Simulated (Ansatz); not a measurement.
Take CuAu (space group P4/mmm, No. 123; a = 2.8129 Å, c = 3.5930 Å; relaxed with 0.1 eV smearing) as the base. Axes: x, y, z lie along a, b, c of the conventional cell.

Computed with Ansatz (a program for electronic structure) PBEsol, spin-orbit coupling left out.

Before the change:

The shortest interatomic distance comes out as 2.680 Å and the pressure is 0.0 GPa. The band gap is zero.

The change: uniaxial strain ε_zz = +0.50 %, all other strain components held at zero; the atoms relax in the strained cell.

Question: Estimate the effect on the shortest interatomic distance, pressure, energy relative to the base and band gap.

Answer: The shortest interatomic distance rises by 0.006 Å, from 2.680 Å to 2.686 Å; the pressure (mean of the normal stresses, compression positive) goes from zero to -0.8 GPa; the energy hardly moves; the band gap stays zero.

No phonon test of stability was made. All final runs are without spin polarisation.
